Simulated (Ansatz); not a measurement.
CsCl-type AuZn (cubic form, which distorts at low temperature), treated with LDA (Ansatz, a quantum-chemistry and plane-wave program, plane waves, PAW).

Run with plane-wave cutoff 520 eV, 18×18×18 k mesh, Fermi–Dirac smearing 0.05 eV, scalar-relativistic PAW data made under PBE.

The volume scan:

| V (Å³/atom) | E − E_lowest (meV/atom) |
|---|---|
| 13.940 | 30.52 |
| 14.237 | 13.04 |
| 14.534 | 3.17 |
| 14.830 | 0.00 |
| 15.127 | 2.74 |
| 15.423 | 10.68 |
| 15.720 | 23.19 |

Q: Fit the third-order Birch–Murnaghan equation and give B0 and B′.

A: V0 = 14.835 Å³/atom, B0 = 159 GPa, B′ = 5.4 (fit to the energies at full precision).

Measured, for comparison: bulk modulus 131 GPa (temperature not stated, no zero-point or thermal correction; as tabulated in Nepal et al. (2020), arXiv:2007.11150). Computed less measured: bulk modulus +21 %.

Note: symmetry holds this phase in the static calculation, where it need not be a minimum.

Spin–orbit coupling is not included; it can shift volumes and moduli of such heavy elements.

Computed values are for the static lattice.

Cost on a shared machine: very roughly 60 core-seconds.
